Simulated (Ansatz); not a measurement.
The reference is PbF₂ in the fluorite structure (space group Fm-3m, No. 225; a = 6.001 Å).

The values are results of Kohn–Sham DFT with the PBE functional, run in Ansatz (a first-principles code) with PAW and 420 eV plane waves, spin-orbit coupling left out, not measurements.

Before the change:

| Item | Value |
|---|---|
| Lattice parameter a | 6.001 Å |

One thing is altered: hydrostatic tension (pressure −1 GPa).

**Question.** What does the calculation give for the lattice parameter a after the change?

**Answer.** The lattice parameter a increases by 0.031 Å, from 6.001 Å to 6.032 Å.

Load acts through the strain it causes; cell and atoms are relaxed under it. No phonon test of stability was made.
